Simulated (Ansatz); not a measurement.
Take AlN in the wurtzite structure (space group P6_3mc, No. 186; a = 3.114 Å, c = 4.983 Å) as the base.

All numbers come from DFT with PBEsol, PAW potentials and a 420 eV plane-wave cutoff in Ansatz (a quantum-chemistry and plane-wave program), scalar-relativistic without spin-orbit coupling, earlier PAW set.

Carriers are added at fixed cell with a uniform background; the Fermi–Dirac width is that of 300 K.

One change was made to it. Results:

```tsv
quantity	base	after
Fermi level relative to the doped band's edge (positive inside the band; to 0.05 eV)	–	+1.20 eV
gap between the host's bands	4.10 eV	4.06 eV
gap character	direct at Γ	direct at Γ
```

### Question
Which change produced these results?
A) holes 7.0×10^21 cm⁻³
B) holes 1.5×10^21 cm⁻³
C) electrons 2.0×10^22 cm⁻³
D) electrons 1.5×10^21 cm⁻³
E) electrons 7.0×10^21 cm⁻³

### Answer
E, electrons 7.0×10^21 cm⁻³. For comparison, the Fermi level from band edge in the other runs: electrons 2.0×10^22 cm⁻³ gives +1.55 eV; holes 7.0×10^21 cm⁻³ gives +0.40 eV; electrons 1.5×10^21 cm⁻³ gives +0.85 eV; holes 1.5×10^21 cm⁻³ gives +0.20 eV.

Carriers are added with a uniform compensating background; total energy and stress of such cells depend on the potential's zero and are not compared; many-body gap narrowing is missing at this level. Whether these cells are dynamically stable was not tested.
